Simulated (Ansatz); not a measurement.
Cd: stress against strain

Cd (hcp, P6_3/mmc, 20.956 Å³/atom at rest, c along z) under a strain ε along c (axis z), the other axes held. PBEsol in Ansatz, a plane-wave DFT program (PAW, default set), 420 eV, 22×22×11 Γ-centred mesh, Fermi-Dirac smearing 0.10 eV; ions are relaxed within the symmetry of each cell. Stress is positive for a compressed cell.

Here s stands for strain and y for stress zz.

```
strain (%)  stress zz (GPa)
----------  ---------------
-3.00                     ?
-1.50                  0.99
-1.00                  0.65
-0.50                  0.32
0.00                   0.00
0.50                  -0.30
1.00                  -0.59
1.50                  -0.86
```

### Question
Using a straight line, estimate the missing y at s = -3.00 from the other rows, showing the fit.

### Answer
Means: s 0, y 0.030. About the means, the sum of products is -4.3250 and the sum of squares of s is 7.0000; the slope is their ratio. Least squares gives y = 0.030 - 0.6179·s. Residuals (row less fit): 0.033, 0.002, -0.019, -0.030, -0.021, -0.002, 0.037; standard error 0.029 (degrees of freedom: 5). The slope gives the elastic constant C33 = 62 ± 1.1 GPa. At the withheld row, y = 0.030 - 0.6179 × (-3.0) = 1.884 GPa. The calculation gives 2.09 GPa, 0.206 GPa above the prediction (7.0 % of the range of y in the table). The row lies outside the fitted rows, so this is an extrapolation. From the scatter of the fitted rows alone, a prediction at this place has a standard error of 0.045 GPa, so the miss is 4.6 times that.

One order more, fitted to all 13 runs of the series, follows each within 0.01, so the miss is the next term of a smooth law. In a metal these values are sensitive to mesh and smearing; energies are taken to zero smearing, stresses follow the free energy. Rows are the converged runs of the series near zero and its far end; series whose fitted rows scatter by over a few per cent of the range, as at a crossing or softening among them, aren't shown in this form. Most that stay on the fit to the last digits aren't either.
